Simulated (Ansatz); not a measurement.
A computed series for TiAl: pressure series

Base system: TiAl (space group P4/mmm, No. 123).

```
TiAl
1.0
    2.82426     0.00000     0.00000
    0.00000     2.82426     0.00000
    0.00000     0.00000     4.07079
Al Ti
1 1
Direct
  0.50000   0.50000   0.50000
  0.00000   0.00000   0.00000
```

Cell and atoms are relaxed at each pressure.

Computed with PBE/PAW in Ansatz (a quantum-chemistry and plane-wave program), without spin-orbit coupling.

Notes on the quantities. enthalpy: H = E + PV relative to the base's energy.

```
variant           shortest interatomic distance       enthalpy     density
----------------  -----------------------------  -------------  ----------
base                                    2.824 Å              –  3.83 g/cm³
pressure −2 GPa                         2.841 Å  -0.20 eV/atom  3.76 g/cm³
pressure −1 GPa                         2.833 Å  -0.10 eV/atom  3.79 g/cm³
pressure 1.8 GPa                        2.810 Å  +0.18 eV/atom  3.89 g/cm³
pressure 4.2 GPa                        2.792 Å  +0.42 eV/atom  3.96 g/cm³
pressure 9 GPa                          2.760 Å  +0.88 eV/atom  4.10 g/cm³
pressure 18 GPa                         2.710 Å  +1.71 eV/atom  4.34 g/cm³
pressure 30 GPa                         2.657 Å  +2.75 eV/atom  4.61 g/cm³
pressure 45 GPa                         2.610 Å  +3.97 eV/atom  4.90 g/cm³
pressure 60 GPa                         2.569 Å  +5.13 eV/atom  5.17 g/cm³
```

Load acts through the strain it causes; cell and atoms are relaxed under it. Whether these cells are dynamically stable was not tested. No other phases were tried under pressure. The final runs are not spin-polarised.
